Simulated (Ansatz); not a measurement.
An Ansatz (a program for electronic structure) input (Ansatz, PBEsol, PAW, cutoff 420 eV, no spin-orbit coupling):

Ansatz 0.2 input:
```yaml
crystal:
  lattice:
    - [3.1396399469, 0, 0]
    - [0, 3.1396399469, 0]
    - [0, 0, 3.1396399469]
  atoms:
    - { symbol: Ta, position: [0.5, 0.5, 0.5] }
    - { symbol: Ru, position: [0, 0, 0] }
basis: { ecutwfc: 420, ecutrho_ratio: 4, xc_grid: 2, fft_grid_basis: typed }
kpoints: { mp_grid: { grid: [15, 15, 15] } }
hamiltonian:
  xc: pbesol
  dispersion: none
  pseudopotentials: { kind: paw }
scf: { occupations: { method: fermi_dirac, width: 0.05 }, convergence: { dr2_threshold: 0.0000000002 } }
output: { forces: true, stress: true }
```

Task: Which symmetry and how many k-points will the program report, and about how many plane waves at Γ?

Result: Space group Pm-3m (ITA 221) with 48 operations, k-points 120 of 3375, and 619 plane waves at Γ.

No phonon test of stability was made. All final runs are without spin polarisation. An odd electron count without spin: TaRu. The cell is TaRu in the CsCl type structure (space group Pm-3m, No. 221).
